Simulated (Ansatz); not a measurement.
## Lattice thermal conductivity of zinc blende GaP

Method: a three-phonon Boltzmann calculation with natural isotopes; r2SCAN density-functional theory in Ansatz (plane waves, PAW); third-order constants from a 54-atom supercell out to 5.0 Å, harmonic mesh 6×6×6, k mesh 6×6×6, scattering mesh 17×17×17. Dynamical quadrupoles are not included in the interpolation of the phonons between the solved wave vectors. Unless called populations, κ holds the coherence term between modes besides the Boltzmann populations.

| T (K) | κ (W/m/K) | κ, relaxation time | coherences (mean) |
|---|---|---|---|
| 100 | 520 | 510 | 0.0045 |
| 150 | 290 | 280 | 0.0098 |
| 200 | 200 | 200 | 0.015 |
| 250 | 160 | 160 | 0.020 |
| 300 | 130 | 130 | 0.024 |
| 400 | 99 | 97 | 0.033 |
| 500 | 80 | 78 | 0.040 |
| 600 | 67 | 65 | 0.048 |
| 800 | 51 | 50 | 0.061 |
| 1000 | 41 | 40 | 0.074 |

```json
{
 "highest_phonon_frequency": "11.9 THz",
 "exponent n of κ ∝ T⁻ⁿ above 300 K": "0.97"
}
```

Computed at 300 K against measurement: lattice thermal conductivity 132 computed, 100 measured W/(m K) (+32 %; Cormac Toher, Corey Oses, Jose J. Plata et al., Physical Review Materials (2017), arXiv:1611.05714).  

The result is for a perfect infinite crystal and omits four-phonon processes.

No phase change or melting is allowed for: the numbers belong to this structure as given.

The PAW data sets were generated under PBE and serve the other functionals too.

Ansatz is a quantum-chemistry and plane-wave program.
